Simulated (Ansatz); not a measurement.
Response to strain in SrTiO3

Base system: SrTiO3 in the cubic perovskite structure (space group Pm-3m, No. 221).

```yaml
crystal:
  lattice:
    - [3.93642, 0.00000, 0.00000]
    - [0.00000, 3.93642, 0.00000]
    - [0.00000, 0.00000, 3.93642]
  atoms:
    - { symbol: Sr, position: [0.00000, 0.00000, 0.00000] }
    - { symbol: Ti, position: [0.50000, 0.50000, 0.50000] }
    - { symbol: O, position: [0.50000, 0.00000, 0.50000] }
    - { symbol: O, position: [0.00000, 0.50000, 0.50000] }
    - { symbol: O, position: [0.50000, 0.50000, 0.00000] }
```

Strains are applied to the cell and any free atomic positions relax.

Level of theory: PBE (Ansatz, a quantum-chemistry and plane-wave program, PAW, no spin-orbit coupling).

```
isotropic strain (%)  pressure (GPa)
--------------------  --------------
-3                              19.0
-2.4                               ?
-1.8                            10.5
-1.2                             6.7
0                                0.0
```

Question: Fit P = P₀ − Bδ + Cδ² with δ = (1 + ε)³ − 1 to the rows shown and predict the withheld row.

Answer: Least squares on the printed values gives P₀ = 0.0 GPa, B = 168 GPa, C = 568 GPa (largest residual 0.0 GPa); this predicts 14.6 GPa, and the run gives 14.6 GPa, in agreement.

Whether these cells are dynamically stable was not tested. All final runs are without spin polarisation. Many cubic perovskites are stable only at high temperature; tilts and polar distortions were not tested.
